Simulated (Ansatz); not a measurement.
# Worked example: self-consistent single point of Na₂H₄Pd (I4/mmm, 7 atoms in the cell) in Ansatz

Method of the run: LDA (PW92), default PAW files made with PBE (plane waves; Ansatz, a program for electronic structure).

Input as run:

Ansatz 0.2 input:
```yaml
# Na2H4Pd
crystal:
  lattice:
    - [-2.650120, 2.650120, 3.259431]
    - [2.650120, -2.650120, 3.259431]
    - [2.650120, 2.650120, -3.259431]
  atoms:
    - { symbol: Na, position: [0.750000, 0.250000, 0.500000] }
    - { symbol: Na, position: [0.250000, 0.750000, 0.500000] }
    - { symbol: H, position: [0.220180, 0.220180, 0.440360] }
    - { symbol: H, position: [0.779820, 0.779820, 0.559640] }
    - { symbol: H, position: [0.220180, 0.779820, 0.000000] }
    - { symbol: H, position: [0.779820, 0.220180, 0.000000] }
    - { symbol: Pd, position: [0.000000, 0.000000, 0.000000] }
basis:
  ecutwfc: 420.0
kpoints:
  mp_grid: { grid: [7, 7, 7] }
hamiltonian:
  xc: lda
  pseudopotentials: { kind: paw }
scf:
  occupations: { method: fixed }
output:
  forces: true
  eigenvalues: true
  stress: true
```

Output, abridged:

```
WARN ansatz: RAYON_NUM_THREADS=1 ignored (pool sized by the plan → 1); use --threads N
Pseudopotentials: kind: paw
Pseudopotential: Na, paw, valence charge 9
Pseudopotential: H, paw, valence charge 1
Pseudopotential: Pd, paw, valence charge 18
Crystal: 7 atoms, lattice volume = 91.566 Å³
Basis set: ecut = 420 eV, 1779 PW (Γ)
Bands: 27, of which v1, the nominal top of the filled ones, is band 20 counted from 1 (19 counted from 0)
Symmetry: 16 space group operations
Space group: I4/mmm (ITA 139), of the structure as read, at distance tolerance 4.5e-5 Å
k-points: 40 of 343
PAW frozen core: Na, regenerated for the run's functional, and the local potential with it
PAW frozen core: Pd, regenerated for the run's functional, and the local potential with it
Initial density: superposition of atomic densities (neutral atoms: chi_scale 0, normalization atom), corrected by the library's trained network
Initial wavefunctions: pseudopotential atomic-orbital guess
Eigensolver: davidson
Functional: x = slater, c = lda
SCF iter   1: F=—  HF=-9842.181964 eV  |F-HF|=—  |Δ(HF+E_count)|=         —  Δρ=1.11e-2  dr2=7.33e-2  ethr=1.77e-3  ⟨swp⟩=4.7  Hψ=3835  notcnv=0  defer=185
all-band conjugate gradients solve this SCF's bands
preconditioner: auto → Resta (q_TF=auto, 2.377 Å⁻¹)
SCF iter   2: F=—  HF=-9842.156870 eV  |F-HF|=—  |Δ(HF+E_count)|=   2.51e-2  Δρ=4.93e-3  dr2=1.74e-2  ethr=1.83e-4  ⟨swp⟩=2.9  Hψ=2213  notcnv=0  defer=200
SCF iter   3: F=—  HF=-9842.151019 eV  |F-HF|=—  |Δ(HF+E_count)|=   5.85e-3  Δρ=1.43e-3  dr2=2.44e-3  ethr=4.35e-5  ⟨swp⟩=2.0  Hψ=1390  notcnv=0  defer=200
SCF iter   4: F=—  HF=-9842.150597 eV  |F-HF|=—  |Δ(HF+E_count)|=   4.22e-4  Δρ=5.86e-4  dr2=3.21e-4  ethr=6.09e-6  ⟨swp⟩=2.0  Hψ=1358  notcnv=0  defer=200
SCF iter   5: F=—  HF=-9842.150563 eV  |F-HF|=—  |Δ(HF+E_count)|=   3.44e-5  Δρ=1.91e-4  dr2=3.00e-5  ethr=8.03e-7  ⟨swp⟩=2.0  Hψ=1307  notcnv=0  defer=103
SCF iter   6: F=—  HF=-9842.150569 eV  |F-HF|=—  |Δ(HF+E_count)|=   6.01e-6  Δρ=3.28e-5  dr2=1.24e-6  ethr=7.50e-8  ⟨swp⟩=1.3  Hψ=1009  notcnv=0  defer=90
SCF iter   7: F=-9842.150569 eV  HF=-9842.150569 eV  |F-HF|=1.37e-8  |Δ(HF+E_count)|=   2.71e-7  Δρ=5.23e-6  dr2=3.78e-8  ethr=2.50e-10  ⟨swp⟩=9.1  Hψ=6049  notcnv=0
SCF 1 converged in 7 iterations: F = -9842.150569 eV  dr2 = 3.78e-8
SCF converged after 7 iterations
Free energy (F): -9842.150569 eV
Harris-Foulkes:  -9842.150569 eV  (|F-HF|=1.37e-8)
Internal energy: -9842.150569 eV  (E = F + TS)
E sigma→0 (E₀):  -9842.150569 eV
Fermi energy:    2.263019 eV
--- Per-component energies (eV) ---
  E_band       = -857.190075
  E_kinetic    = 807.526386
  E_local      = -6026.364867  (includes V_loc(G=0)·N_el)
  E_nonlocal   = 458.787486
  E_hartree    = 2336.668777
  E_xc         = -279.150717
  E_vxc        = -356.523694  (∫ρ·V_xc dr)
  E_paw        = -4113.026730  (= ΣΔE_a)
  E_vpaw       = -413.946104  (= ΣTr[D̂ρ^β])
  E_aug_tail   = -0.004478  (compensation charges beyond the density's cutoff)
  E_ewald      = -3027.548939
  E_core_change = 0.962514  (= ΣΔE_core)
  E_smearing   = -0.000000  (= −TS)
  E_closure    = 0.000000  (closes the sum)
  Σ components = -9842.150569   (vs F -9842.150569, Δ=0.00e0)
--- Forces (eV/Å), atoms counted from 1 ---
  atom   1  Na    -0.00000000     0.00000000     0.00000000
  atom   2  Na     0.00000000    -0.00000000     0.00000000
  atom   3  H     -0.11831147    -0.11831147     0.00000000
  atom   4  H      0.11831147     0.11831147     0.00000000
  atom   5  H      0.11831147    -0.11831147    -0.00000000
  atom   6  H     -0.11831147     0.11831147    -0.00000000
  atom   7  Pd    -0.00000000    -0.00000000     0.00000000
  max |Σ_I F_I| component: 1.39e-17 eV/Å
--- Stress (GPa, compression-positive) ---
       -2.821069      -0.000000       0.000000
       -0.000000      -2.821069       0.000000
       -0.000000      -0.000000      -1.532120
  P = ⅓ Tr σ = -2.3914 GPa (-23.914 kbar)
  The stress holds the Pulay correction. Without it, at fixed plane waves, as pw.x and ABINIT print it: P = -2.4713 GPa
--- Band table (eV; the first three rows and the last of 40) ---
  k-point 0: bands = ["-80.5645", "-47.1734", "-47.1675", "-46.5541", "-46.5541", "-45.9432", "-19.7215", "-19.6867", "-19.6867", "-19.6770", "-19.6770", "-19.6488", "-2.9631", "-1.8185", "0.8382", "1.2243", "1.2243", "1.4217", "1.8974", "1.8974", [...]
  k-point 1: bands = ["-80.5645", "-47.1733", "-47.1676", "-46.5541", "-46.5540", "-45.9432", "-19.7221", "-19.6870", "-19.6830", "-19.6816", "-19.6767", "-19.6486", "-2.7941", "-1.8422", "0.8467", "1.0881", "1.2054", "1.2572", "1.8185", "2.0823", [...]
  k-point 2: bands = ["-80.5645", "-47.1732", "-47.1679", "-46.5541", "-46.5538", "-45.9432", "-19.7235", "-19.6918", "-19.6877", "-19.6762", "-19.6747", "-19.6480", "-2.3543", "-1.8810", "0.6126", "0.8791", "1.1628", "1.3364", "1.6348", "2.0977", [...]
  k-point 39: bands = ["-80.5645", "-47.1721", "-47.1689", "-46.5541", "-46.5541", "-45.9431", "-19.7295", "-19.6968", "-19.6966", "-19.6698", "-19.6698", "-19.6459", "-1.9759", "-1.6743", "0.5820", "0.9062", "1.1173", "1.3849", "1.4022", "2.2630", [...]
```

The run converged in 7 iterations.

The starting cell comes from a database of computed structures (which also holds hypothetical and non-ambient phases and stackings), without a prior relaxation at this level. Its lattice was rescaled by up to half a per cent. Ansatz's pressure includes its estimate of the finite-basis (Pulay) stress.
